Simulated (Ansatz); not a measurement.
Response to strain in AgCl

The parent structure is AgCl in the rock salt structure (space group Fm-3m, No. 225; a = 5.447 Å).

Strains are applied to the cell and any free atomic positions relax.

Method: plane-wave PAW DFT at the PBEsol level (Ansatz, a quantum-chemistry and plane-wave program, 420 eV), no spin-orbit coupling.

Candidates:
(a) isotropic strain −1.00 %
(b) isotropic strain +3.00 %
(c) isotropic strain −1.50 %

Before the change:

- Smallest direct gap = 3.03 eV

Question: Order them by smallest direct gap, highest first.

Answer: (c) isotropic strain −1.50 % (3.21 eV), (a) isotropic strain −1.00 % (3.14 eV), (b) isotropic strain +3.00 % (2.74 eV)

Gaps are read on the SCF mesh and a high-symmetry path. Whether these cells are dynamically stable was not tested.
